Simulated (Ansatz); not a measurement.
Base system: Pt in the fcc (Cu type) structure (space group Fm-3m, No. 225; relaxed with 0.1 eV smearing).

```yaml
crystal:
  lattice:
    - [0.00000, 1.97076, 1.97076]
    - [1.97076, 0.00000, 1.97076]
    - [1.97076, 1.97076, 0.00000]
  atoms:
    - { symbol: Pt, position: [0.00000, 0.00000, 0.00000] }
```

Cartesian axes are those of the cell as printed.

Level of theory: Ansatz (an electronic-structure program), r2SCAN, PAW, cutoff 500 eV, no spin-orbit coupling, earlier PAW set.

Strains are applied to the cell and any free atomic positions relax; under biaxial strain the out-of-plane vector relaxes too; under stress the whole cell relaxes.

One change was made to it. Results:

The energy rises by 0.3 meV/atom; the shortest interatomic distance shrinks by 0.008 Å to 2.779 Å.

Task: Which of these changes matches the shifts?
A. isotropic strain −2.08 %
B. uniaxial stress, 1 GPa tension along x
C. biaxial strain −1.46 %, plane normal [001], relaxed out of plane
D. biaxial strain −1.74 %, plane normal [001], relaxed out of plane
E. isotropic strain +1.49 %

Result: B, uniaxial stress, 1 GPa tension along x. For comparison, the energy relative to the base in the other runs: biaxial strain −1.74 %, plane normal [001], relaxed out of plane gives +7.5 meV/atom; isotropic strain +1.49 % gives +24 meV/atom; isotropic strain −2.08 % gives +55 meV/atom; biaxial strain −1.46 %, plane normal [001], relaxed out of plane gives +5.2 meV/atom.

Beyond what the load breaks, stability against distortions was not tested. The final runs are not spin-polarised. Pt lies near a magnetic instability that expansion can trigger; it was not tested.
